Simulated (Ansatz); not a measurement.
**Several settings converged on a (001) slab of ZnPPd5 (cut from a parent of space group no. 123; 7 atoms in the cell)**

```yaml
crystal:
  lattice:
    - [3.90293, 0.00000, 0.00000]
    - [0.00000, 3.90293, 0.00000]
    - [0.00000, 0.00000, 18.84619]
  atoms:
    - { symbol: Zn, position: [0.50000, 0.50000, 0.62857] }
    - { symbol: P, position: [0.00000, 0.00000, 0.44686] }
    - { symbol: Pd, position: [0.00000, 0.50000, 0.37143] }
    - { symbol: Pd, position: [0.00000, 0.50000, 0.52229] }
    - { symbol: Pd, position: [0.50000, 0.00000, 0.37143] }
    - { symbol: Pd, position: [0.50000, 0.00000, 0.52229] }
    - { symbol: Pd, position: [0.00000, 0.00000, 0.62857] }
```

Base method: LDA (PW92), default PAW files made with PBE (plane waves; Ansatz, an electronic-structure program).

Base settings: basis.ecutwfc = 30.9 Ry; kpoints.mp_grid.grid = 8 8 1; hamiltonian.xc = lda; hamiltonian.pseudopotentials = {kind: paw} (the program's default PAW files); scf.occupations.method = fermi_dirac; scf.occupations.width = 0.0073 Ry.

The count of work is k-points × plane waves × bands × iterations; it is no time. Core times come from one kind of shared machine, to one figure; runs under 30 s give none.

**The vacuum**

The mesh stays at the base's, so the ladder's end is converged at best in this setting alone.

Only quantities that move along the ladder and can be compared are tabulated.

```csv
vacuum between outermost atoms (Å),free energy less the last step's (meV/atom),largest difference of a force vector from the last step's (eV/Å),count of work / last
3.0,-211.47,0.980,0.22
4.0,-73.68,0.341,0.25
5.0,-24.48,0.113,0.28
6.0,-7.95,0.039,0.31
7.0,-2.65,0.013,0.34
8.0,-1.00,0.004,0.37
10.0,-0.28,0.001,0.43
12.0,-0.16,0.001,0.48
14.0,-0.11,0.001,0.54
17.0,-0.07,0.001,0.63
20.0,-0.04,0.001,0.71
25.0,-0.02,0.001,0.86
30.0,0.00,0.000,1.0
```

Smallest vacuum between outermost atoms (Å) that holds the forces within 0.005 eV/Å of the last step, with all finer ones: 8.0, at 0.37 of the last step's count of work; the step before is off by 0.013 eV/Å.

Smallest vacuum between outermost atoms (Å) that holds the free energy within 0.5 meV/atom of the last step, with all finer ones: 10.0, at 0.43 of the last step's count of work; the step before is off by 1.00 meV/atom.

**The k-point mesh**

Only quantities that move along the ladder and can be compared are tabulated.

| kpoints.mp_grid.grid | free energy less the last step's (meV/atom) | largest difference of a force vector from the last step's (eV/Å) | count of work / last | core time / last (rough) |
|---|---|---|---|---|
| 2 2 1 | 0.25 | 0.242 | 0.043 | – |
| 3 3 1 | -3.00 | 0.147 | 0.043 | – |
| 4 4 1 | -6.00 | 0.102 | 0.077 | – |
| 5 5 1 | 5.07 | 0.072 | 0.077 | – |
| 6 6 1 | -4.21 | 0.042 | 0.13 | – |
| 7 7 1 | -0.07 | 0.018 | 0.13 | – |
| 8 8 1 | 0.74 | 0.010 | 0.19 | – |
| 9 9 1 | 0.21 | 0.005 | 0.19 | – |
| 10 10 1 | 0.06 | 0.011 | 0.27 | 0.3 |
| 12 12 1 | 0.01 | 0.004 | 0.36 | 0.4 |
| 14 14 1 | -0.01 | 0.001 | 0.46 | 0.5 |
| 16 16 1 | -0.01 | 0.000 | 0.58 | 0.6 |
| 19 19 1 | 0.00 | 0.000 | 0.71 | 0.7 |
| 22 22 1 | 0.00 | 0.000 | 1.0 | 1 |

Coarsest kpoints.mp_grid.grid that holds the free energy within 0.5 meV/atom of the last step, with all finer ones: 9 9 1, at 0.19 of the last step's count of work; the step before is off by 0.74 meV/atom.

Coarsest kpoints.mp_grid.grid that holds the forces within 0.02 eV/Å of the last step, with all finer ones: 7 7 1, at 0.13 of the last step's count of work; the step before is off by 0.042 eV/Å.

On the base run: the starting cell comes from a database of computed structures (which also holds hypothetical and non-ambient phases and stackings), without a prior relaxation at this level. The slab is cut from that crystal, and its faces are unrelaxed. Its lattice was rescaled by up to half a per cent. Spin polarisation is off; with an odd number of electrons in the cell that forces a metal, and a magnetic state may lie lower. The two faces of this cut differ, and no dipole correction was used.

Left out of this page: 1 run of the series outside the window shown, repeating another row's setting, or not comparable.

Keys are those of Ansatz 0.2.
